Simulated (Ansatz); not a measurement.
Worked example: self-consistent single point of ZrCu5 (R3m, 6 atoms in the cell) in Ansatz (an electronic-structure program).

Level of theory: LDA (PW92), default PAW files made with PBE (plane waves; Ansatz).

```
ZrCu5
1.0
    0.00000     3.42178     3.42178
    3.42178     0.00000     3.42178
    3.42178     3.42178     0.00000
Zr Cu
1 5
Direct
  0.00422   0.00422   0.00422
  0.75000   0.75000   0.75000
  0.37589   0.87233   0.37589
  0.37589   0.37589   0.37589
  0.87233   0.37589   0.37589
  0.37589   0.37589   0.87233
```

Reference input (self-consistent single point, DFT, LDA (PW92), plane waves, default PAW files made with PBE): basis.ecutwfc = 420 eV; kpoints.mp_grid.grid = 5 5 5; hamiltonian.xc = lda; hamiltonian.pseudopotentials = {kind: paw} (the program's default PAW files); scf.occupations.method = fermi_dirac; scf.occupations.width = 0.1 eV. This run's input differs from it in these lines:

Ansatz 0.2 input:
```diff
@@ -14,3 +14,3 @@
 basis:
-  ecutwfc: 420.0 eV
+  ecutwfc: 505.0 eV
 kpoints:
```

Output (repeated stretches shortened):

```
SCF iter   1: F=—  HF=-36856.864326 eV  |F-HF|=—  |Δ(HF+E_count)|=         —  Δρ=1.66e-2  dr2=8.90e-2  ethr=1.77e-3  ⟨swp⟩=5.6  Hψ=3772  notcnv=0  defer=21
all-band conjugate gradients solve this SCF's bands
preconditioner: auto → Resta (q_TF=auto, 2.863 Å⁻¹)
SCF iter   2: F=—  HF=-36856.839157 eV  |F-HF|=—  |Δ(HF+E_count)|=   2.52e-2  Δρ=2.87e-3  dr2=7.63e-3  ethr=8.32e-5  ⟨swp⟩=2.1  Hψ=2135  notcnv=0  defer=47
   [... lines left out ...]
SCF iter   5: F=—  HF=-36856.837178 eV  |F-HF|=—  |Δ(HF+E_count)|=   1.14e-6  Δρ=2.56e-4  dr2=3.94e-5  ethr=9.14e-8  ⟨swp⟩=2.0  Hψ=1867  notcnv=0  defer=47
SCF iter   6: F=—  HF=-36856.837169 eV  |F-HF|=—  |Δ(HF+E_count)|=   9.08e-6  Δρ=4.05e-5  dr2=6.51e-7  ethr=3.68e-8  ⟨swp⟩=2.0  Hψ=1841  notcnv=0  defer=47
SCF iter   7: F=—  HF=-36856.837170 eV  |F-HF|=—  |Δ(HF+E_count)|=   1.05e-6  Δρ=1.05e-5  dr2=6.33e-8  ethr=9.35e-11  ⟨swp⟩=8.3  Hψ=5071  notcnv=0
SCF iter   8: F=-36856.837170 eV  HF=-36856.837170 eV  |F-HF|=3.34e-8  |Δ(HF+E_count)|=   1.70e-9  Δρ=5.80e-6  dr2=2.98e-8  ethr=5.92e-11  ⟨swp⟩=3.7  Hψ=3538  notcnv=0
SCF 1 converged in 8 iterations: F = -36856.837170 eV  dr2 = 2.98e-8
Free energy (F): -36856.837170 eV
Internal energy: -36856.735893 eV  (E = F + TS)
E sigma→0 (E₀):  -36856.786532 eV
Entropy (-TS):   -0.101277 eV (-16.879 meV/atom)
Fermi energy:    16.230664 eV
--- Forces (eV/Å), atoms counted from 1 ---
  atom   1  Zr    -0.16917295    -0.16917295    -0.16917295
  atom   2  Cu     0.01814435     0.01814435     0.01814435
  atom   3  Cu     0.04913612     0.06350219     0.04913612
  atom   4  Cu    -0.01073653    -0.01073653    -0.01073653
  atom   5  Cu     0.06350219     0.04913612     0.04913612
  atom   6  Cu     0.04913612     0.04913612     0.06350219
--- Stress (GPa, compression-positive) ---
       -8.861956       0.125809       0.125809
        0.125809      -8.861956       0.125809
        0.125809       0.125809      -8.861956
  P = ⅓ Tr σ = -8.8620 GPa (-88.620 kbar)
  The stress holds the Pulay correction. Without it, at fixed plane waves, as pw.x and ABINIT print it: P = -8.8839 GPa
```

The run converged in 8 iterations. Against the reference run the free energy drops by 1.3 meV/atom, the pressure moves little (-8.85 to -8.86 GPa) and the largest force stays at 0.293 eV/Å.

The starting cell comes from a database of computed structures (which also holds hypothetical and non-ambient phases and stackings), without a prior relaxation at this level. Its lattice was rescaled by up to half a per cent. One atom was moved a little off its site on purpose. Spin polarisation is off. Ansatz's pressure includes its estimate of the finite-basis (Pulay) stress.
